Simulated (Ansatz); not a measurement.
**HfS2 under a change: biaxial strain −1.00 %, plane normal [001], relaxed out of plane**

Start from HfS2 in the CdI2 type structure (space group P-3m1, No. 164; a = 3.5475 Å, c = 5.5768 Å; layered, stacked along the Cartesian z axis). Axes: x lies along a and z along c of the hexagonal cell.

Modification: biaxial strain −1.00 %, plane normal [001], relaxed out of plane (Cartesian); in-plane vectors clamped, the third vector and the atoms free.

All numbers come from PBEsol-D3(BJ) (Ansatz, a quantum-chemistry and plane-wave program), no spin-orbit coupling. k-mesh 11×11×6 (Γ-centred); smearing 0.05 eV (Fermi–Dirac).

The volume per atom decreases by 0.34 Å³ (20.26 Å³ → 19.92 Å³) and the shortest interatomic distance decreases by 0.0071 Å, from 2.516 Å to 2.508 Å. The pressure (mean of the normal stresses, compression positive) increases by 1.226 GPa, from 0.01 GPa to 1.23 GPa and the band gap drops by 0.083 eV, from 0.45 eV to 0.36 eV. The gap character is still indirect, Γ → L and the smallest direct gap falls by 0.09 eV (1.50 eV → 1.41 eV). The width of the top valence band increases by 0.03 eV (2.39 eV → 2.42 eV) and the valence-band top at Γ (three highest levels, from the VBM) changes from 0.00, -0.29, -0.29 eV to 0.00, -0.20, -0.20 eV. The out-of-plane strain amounts to +0.31 % and the ratio −ε⊥/ε∥ is 0.31. The mean in-plane stress (compression positive) amounts to +1.8 GPa.

Cost of the whole job for the changed cell (relaxation, final SCF and bands): around 26 core-seconds (rough).

With Hf present, leaving out spin-orbit coupling can change the band edges. Stability against distortions was not tested.
